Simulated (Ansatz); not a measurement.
What uniaxial strain ε_xx = −2.00 % does to MoSi2

The reference is MoSi2 (space group I4/mmm, No. 139; a = 3.190 Å, c = 7.822 Å; relaxed with 0.1 eV smearing). Axes: x, y, z lie along a, b, c of the conventional cell.

Perturbation: uniaxial strain ε_xx = −2.00 %, all other strain components held at zero; the atoms relax in the strained cell.

Level of theory: PBEsol in Ansatz (plane waves to 420 eV, PAW, scalar-relativistic without spin-orbit coupling). Γ-centred 25×25×25 mesh, Fermi–Dirac width 0.1 eV.

- Volume per atom: 13.00 Å³ (base 13.27 Å³)
- Shortest interatomic distance: 2.580 Å (base 2.580 Å)
- Energy relative to the base (free energy F): +7.1 meV/atom
- Pressure (mean of the normal stresses, compression positive): 4.5 GPa (base 0.0 GPa)
- Band gap: zero (base zero)
- Stress (xx, yy, zz, yz, xz, xy; compression positive): (8.7, 2.7, 2.1, 0.0, 0.0, 0.0) GPa

Stability against distortions was not tested. All final runs are without spin polarisation.

Ansatz is an electronic-structure program.
